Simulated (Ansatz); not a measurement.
**A computed series for BAs: pressure series**

Take BAs in the zinc blende structure (space group F-43m, No. 216; a = 4.8094 Å) as the base.

Cell and atoms are relaxed at each pressure.

Calculations: PBE, PAW, 420 eV (Ansatz, a first-principles code; without spin-orbit coupling), earlier PAW set.

```tsv
case	electron mass	width of the top valence band	lattice parameter a
base	1.1 mₑ along k, 0.22 mₑ across (off the special points)	5.07 eV	4.809 Å
pressure −2 GPa	1.1 mₑ along k, 0.22 mₑ across (off the special points)	4.98 eV	4.834 Å
pressure −1 GPa	1.1 mₑ along k, 0.22 mₑ across (off the special points)	5.02 eV	4.822 Å
pressure 0.3 GPa	1.1 mₑ along k, 0.22 mₑ across (off the special points)	5.08 eV	4.806 Å
pressure 0.7 GPa	1.1 mₑ along k, 0.22 mₑ across (off the special points)	5.10 eV	4.801 Å
pressure 1.5 GPa	1.1 mₑ along k, 0.22 mₑ across (off the special points)	5.13 eV	4.791 Å
pressure 3 GPa	1.1 mₑ along k, 0.22 mₑ across (off the special points)	5.20 eV	4.774 Å
pressure 5 GPa	1.1 mₑ along k, 0.22 mₑ across (off the special points)	5.28 eV	4.753 Å
pressure 7.5 GPa	1.1 mₑ along k, 0.22 mₑ across (off the special points)	5.37 eV	4.728 Å
pressure 10 GPa	1.1 mₑ along k, 0.21 mₑ across (off the special points)	5.46 eV	4.704 Å
```

The levels and masses belong to the bands next to the band gap. Load acts through the strain it causes; cell and atoms are relaxed under it. Effective masses come from finite differences of ±0.01 Å⁻¹. Along k means along the line from Γ to the band edge. No phonon test of stability was made. No other phases were tried under pressure.
